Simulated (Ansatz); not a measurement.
An Ansatz (a program for electronic structure) run: MoSi2 with a change (uniaxial strain ε_zz = +2.50 %); Kohn–Sham DFT with the LDA functional, run in Ansatz with PAW and 420 eV plane waves, scalar-relativistic without spin-orbit coupling.

Input:

Ansatz 0.2 input:
```yaml
crystal:
  lattice:
    - [-1.5869999735, 1.5869999735, 3.9865933373]
    - [1.5869999735, -1.5869999735, 3.9865933373]
    - [1.5869999735, 1.5869999735, -3.9865933373]
  atoms:
    - { symbol: Si, position: [0.6647891867, 0.6647891867, 0] }
    - { symbol: Si, position: [0.3352108133, 0.3352108133, 0] }
    - { symbol: Mo, position: [0, 0, 0] }
basis: { ecutwfc: 420, ecutrho_ratio: 4, xc_grid: 2, fft_grid_basis: typed }
kpoints: { mp_grid: { grid: [25, 25, 25] } }
hamiltonian:
  xc: lda
  dispersion: none
  pseudopotentials: { kind: paw }
scf: { occupations: { method: fermi_dirac, width: 0.1 }, convergence: { dr2_threshold: 0.0000000003 } }
relax: { f_tol: 0.005, max_steps: 50 }
output: { forces: true, stress: true }
checkpoint: { write: state.ck, write_every: 1000 }
```

Output (explanatory and most iteration lines left out):

```
Relaxation: its limit of steps is 50 (relax.max_steps)
Pseudopotential: Si, paw, valence charge 4
Pseudopotential: Mo, paw, valence charge 14
Crystal: 3 atoms, lattice volume = 40.162 Å³
Basis set: ecut = 420 eV, 777 PW (Γ), exchange–correlation on 64×64×64 points (8 copies of the dense FFT grid, shifted against one another)
Bands: 15, of which v1, the nominal top of the filled ones, is band 11 counted from 1 (10 counted from 0)
Symmetry: 16 space group operations
Space group: I4/mmm (ITA 139), of the structure as read, at distance tolerance 3.4e-5 Å
k-points: 1183 of 15625
Functional: x = slater, c = lda
SCF iter   1: F=—  HF=-6061.894094 eV  |F-HF|=—  |Δ(HF+E_count)|=         —  Δρ=7.09e-3  dr2=1.24e-2  ethr=1.77e-3  ⟨swp⟩=5.1  Hψ=100589  notcnv=0
SCF iter   2: F=—  HF=-6061.891604 eV  |F-HF|=—  |Δ(HF+E_count)|=   2.49e-3  Δρ=3.85e-3  dr2=3.61e-3  ethr=5.63e-5  ⟨swp⟩=1.0  Hψ=27253  notcnv=0
SCF 1 converged in 7 iterations: F = -6061.890461 eV  dr2 = 1.36e-10
relax step   1: F+E_penalty+E_count = -6061.89046051 eV  Δ(F+E_penalty+E_count) = +0.000e0 eV  max|allowed force component| = 9.710e-2 eV/Å  Δτ_max = 0.0000 Å  (7 SCF iters, accepted)
Crystal: 3 atoms, lattice volume = 40.162 Å³
SCF iter   1: F=—  HF=-6061.891025 eV  |F-HF|=—  |Δ(HF+E_count)|=         —  Δρ=4.04e-4  dr2=1.49e-4  ethr=6.71e-7  ⟨swp⟩=2.2  Hψ=68930  notcnv=0
SCF iter   2: F=—  HF=-6061.891000 eV  |F-HF|=—  |Δ(HF+E_count)|=   2.58e-5  Δρ=1.95e-4  dr2=3.19e-5  ethr=6.71e-7  ⟨swp⟩=1.4  Hψ=19016  notcnv=0
SCF 2 converged in 6 iterations: F = -6061.890989 eV  dr2 = 1.61e-11
relax step   2: F+E_penalty+E_count = -6061.89098874 eV  Δ(F+E_penalty+E_count) = -5.282e-4 eV  max|allowed force component| = 2.580e-2 eV/Å  Δτ_max = 0.0043 Å  (6 SCF iters, accepted)
Crystal: 3 atoms, lattice volume = 40.162 Å³
SCF iter   1: F=—  HF=-6061.891033 eV  |F-HF|=—  |Δ(HF+E_count)|=         —  Δρ=1.46e-4  dr2=1.93e-5  ethr=8.82e-7  ⟨swp⟩=2.2  Hψ=44690  notcnv=0
SCF iter   2: F=—  HF=-6061.891030 eV  |F-HF|=—  |Δ(HF+E_count)|=   3.36e-6  Δρ=7.02e-5  dr2=4.07e-6  ethr=8.79e-8  ⟨swp⟩=1.0  Hψ=27209  notcnv=0
SCF 3 converged in 5 iterations: F = -6061.891029 eV  dr2 = 1.47e-10
relax step   3: F+E_penalty+E_count = -6061.89102859 eV  Δ(F+E_penalty+E_count) = -3.985e-5 eV  max|allowed force component| = 1.229e-4 eV/Å  Δτ_max = 0.0016 Å  (5 SCF iters, accepted)
SCF converged after 5 iterations
Free energy (F): -6061.891029 eV
Internal energy: -6061.879354 eV  (E = F + TS)
E sigma→0 (E₀):  -6061.885192 eV
Entropy (-TS):   -0.011674 eV (-3.891 meV/atom)
Fermi energy:    15.798474 eV
--- Forces (eV/Å), atoms counted from 1 ---
  atom   1  Si    -0.00000000     0.00000000     0.00012291
  atom   2  Si     0.00000000    -0.00000000    -0.00012291
  atom   3  Mo     0.00000000     0.00000000    -0.00000000
--- Stress (GPa, compression-positive) ---
       -2.327900       0.000000       0.000000
        0.000000      -2.327900       0.000000
        0.000000       0.000000     -11.818983
  P = ⅓ Tr σ = -5.4916 GPa (-54.916 kbar)
--- Relaxed structure (3 steps of the walk, 3 accepted, 0 SCFs on fresh bases) ---
  atoms:
    - { symbol: Si, position: [0.6640561551616257, 0.6640561551616257, 2.025771100750999e-34] }
    - { symbol: Si, position: [0.3359438448383746, 0.3359438448383746, 2.8126931040068483e-35] }
    - { symbol: Mo, position: [1.8130804603541574e-20, 1.8130804603541303e-20, -2.307040411151684e-34] }
```

Stability against distortions was not tested. All final runs are without spin polarisation. The cell was made from MoSi2 (space group I4/mmm, No. 139) by this change: uniaxial strain ε_zz = +2.50 %.
